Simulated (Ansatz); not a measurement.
System: CsCl-type CoAl. Method: LC-ωPBE in Ansatz (plane waves, PAW).

Settings: plane-wave cutoff 460 eV, 10×10×10 k mesh, Fermi–Dirac smearing 0.05 eV, no spin polarisation, scalar-relativistic PAW data made under PBE.

Energies at three volumes about the minimum:

| V (Å³/atom) | E − E_lowest (meV/atom) |
|---|---|
| 10.572 | 1.73 |
| 10.726 | 0.00 |
| 10.994 | 4.76 |

Fit a parabola by hand: where is the minimum, what lattice constant follows, and what is the bulk modulus?

Slopes: (0.00 − 1.73)/(10.726 − 10.572) = -11.234 and (4.76 − 0.00)/(10.994 − 10.726) = 17.761 meV/Å³. Curvature E″ = 2 × (17.761 − (-11.234))/(10.994 − 10.572) = 137.417 meV/Å⁶. From the middle of the first interval, the slope vanishes at V0 = 10.6490 − (-11.234)/137.417 = 10.731 Å³/atom. B = V0 E″ = 10.731 × 137.417 meV/Å³ × 0.1602 GPa per meV/Å³ = 236 GPa. With 2 atoms in the cube, a = (2 × 10.731)^(1/3) = 2.779 Å. The full Birch–Murnaghan fit to all volumes gives V0 = 10.727 Å³/atom and B0 = 239 GPa.

Measured, for comparison: bulk modulus 162 GPa, lattice constant a 2.861 Å (room temperature, no zero-point or thermal correction; as tabulated in Yamada et al. (2019), arXiv:1910.09660). Computed (rounded) less measured: bulk modulus +48 %.

Note: the run has no spin polarisation, so it can have missed a magnetic state.

Ansatz is a first-principles code.
